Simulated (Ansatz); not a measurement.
Abridged Ansatz (a quantum-chemistry and plane-wave program) output:

```
Pseudopotential: Te, paw, valence charge 16
Pseudopotential: Pb, paw, valence charge 14
Crystal: 2 atoms, lattice volume = 66.834 Å³
Basis set: ecut = 420 eV, 1291 PW (Γ), exchange–correlation on 64×64×64 points (8 copies of the dense FFT grid, shifted against one another)
Bands: 19, of which v1, the nominal top of the filled ones, is band 15 counted from 1 (14 counted from 0)
Symmetry: 48 space group operations
k-points: 35 of 729
Functional: x = pbesol(κ = 0.804, μ = 0.12345679012345678), c = pbesol(β = 0.046)
SCF iter   1: F=—  HF=-18657.194067 eV  |F-HF|=—  |Δ(HF+E_count)|=         —  Δρ=2.13e-3  dr2=5.05e-3  ethr=1.77e-3  ⟨swp⟩=6.6  Hψ=3493  notcnv=0
SCF iter   2: F=—  HF=-18657.190388 eV  |F-HF|=—  |Δ(HF+E_count)|=   3.68e-3  Δρ=8.67e-4  dr2=5.28e-4  ethr=1.68e-5  ⟨swp⟩=2.2  Hψ=1423  notcnv=0
SCF 1 converged in 7 iterations: F = -18657.190319 eV  dr2 = 2.71e-11
SCF converged after 7 iterations
Free energy (F): -18657.190319 eV
Internal energy: -18657.190314 eV  (E = F + TS)
E sigma→0 (E₀):  -18657.190317 eV
Entropy (-TS):   -0.000006 eV (-0.003 meV/atom)
Fermi energy:    9.034380 eV
--- Forces (eV/Å), atoms counted from 1 ---
  atom   1  Te    -0.00000000     0.00000000     0.00000000
  atom   2  Pb     0.00000000     0.00000000    -0.00000000
--- Stress (GPa, compression-positive) ---
        0.009632       0.000000       0.000000
        0.000000       0.009632      -0.000000
        0.000000      -0.000000       0.009632
  P = ⅓ Tr σ = 0.0096 GPa (0.096 kbar)
```

Question: What was computed, and what are the main results?

Answer: PbTe, 2 atoms in the cell, with DFT with PBEsol, PAW potentials and a 420 eV plane-wave cutoff in Ansatz, scalar-relativistic without spin-orbit coupling. The last SCF converged to F = -18657.190319 eV, or -9328.5952 eV per atom, at a pressure of 0.01 GPa. The total energy compares only with runs of the same code, potentials and settings.

Spin-orbit coupling, missing from the scalar runs, can matter with Pb and Te. No phonon test of stability was made. The cell is PbTe in the rock salt structure (space group Fm-3m, No. 225).
